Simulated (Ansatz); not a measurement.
# A computed series for Sn4Au: pressure series

The reference is Sn₄Au (space group Ccce, No. 68; a = 6.522 Å, b = 11.760 Å, c = 6.490 Å; a cell from a computed database, its experimental status unchecked).

Cell and atoms are relaxed at each pressure.

Level of theory: Ansatz (an electronic-structure program) PBEsol, no SOC.

| P (GPa) | V (Å³/atom) |
|---|---|
| -2.00 | 25.770 |
| -1.00 | 25.304 |
| 0.30 | 24.774 |
| 0.70 | 24.625 |
| 1.50 | 24.340 |
| 3.01 | 23.858 |
| 5.00 | 23.299 |
| 7.49 | 22.693 |
| 10.00 | 22.166 |

### Question
Fit a third-order Birch–Murnaghan equation of state.

### Answer
Least squares on P(V) = (3B₀/2)[(V₀/V)^(7/3) − (V₀/V)^(5/3)]·[1 + (3/4)(B₀′ − 4)((V₀/V)^(2/3) − 1)] gives V₀ = 24.89 Å³/atom, B₀ = 63 GPa and B₀′ = 5.3.

Load acts through the strain it causes; cell and atoms are relaxed under it. Whether these cells are dynamically stable was not tested. Competing high-pressure phases were not computed.
